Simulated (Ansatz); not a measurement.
Ba₃PtC in the anti-perovskite structure (space group Pm-3m, No. 221; a hypothetical phase, not in the database extracts checked)

```cif
data_CBa3Pt
_chemical_formula_sum 'Ba3 Pt1 C1'
_space_group_name_H-M_alt 'Pm-3m'
_space_group_IT_number 221
_space_group_name_Hall '-P 4 2 3'
_cell_length_a 5.50987
_cell_length_b 5.50987
_cell_length_c 5.50987
_cell_angle_alpha 90.000
_cell_angle_beta 90.000
_cell_angle_gamma 90.000
loop_
_atom_site_label
_atom_site_type_symbol
_atom_site_symmetry_multiplicity
_atom_site_Wyckoff_symbol
_atom_site_fract_x
_atom_site_fract_y
_atom_site_fract_z
_atom_site_occupancy
Ba1 Ba 3 c 0.00000 0.50000 0.50000 1
Pt1 Pt 1 a 0.00000 0.00000 0.00000 1
C1 C 1 b 0.50000 0.50000 0.50000 1
```

Computed with PBE/PAW in Ansatz (a program for electronic structure), no spin-orbit coupling. Γ-centred 9×9×9 mesh, Fermi–Dirac width 0.05 eV.

| Property | Result |
|---|---|
| Volume per atom | 33.45 Å³ |
| Density | 6.15 g/cm³ |
| Band gap | zero |
| Total energy | -6124.253 eV/atom (σ→0; compares only within this code and set-up) |

Stability against distortions was not tested. All final runs are without spin polarisation. Ba3PtC has a high density of states at the Fermi level and may be magnetic at this level.
